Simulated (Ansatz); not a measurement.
Relaxation of the outer planes of the (0001) surface of hexagonal WC in its 1x1 cell (cut with top plane C, bottom plane C), outermost plane spacing 1.42 Å in the ideal cut (one of several cuts of this face), with 1 C a cell over the bulk's ratio.

Calculation: PBE (plane waves to 420 eV, PAW; Ansatz, a program for electronic structure).

Set-up: 9 atoms, C5W4, 11.4 Å thick at the start; mesh 15x15x1; 0.1 eV smearing; dipole correction on; all atoms relaxed; held to the start's symmetry, so lower structures may exist; no spin, no spin-orbit, no U.

```json
[
 {"plane": "1", "atoms": "C", "bulk spacing to the next (Å)": "1.423", "relaxed spacing (Å)": "?", "change (%)": "?", "rumpling (Å)": "0.00"},
 {"plane": "2", "atoms": "W", "bulk spacing to the next (Å)": "1.423", "relaxed spacing (Å)": "1.518", "change (%)": "6.6", "rumpling (Å)": "0.00"}
]
```

Q: What belongs in the gaps?

A: 
- 1, relaxed spacing (Å): 1.093
- 1, change (%): -23.2
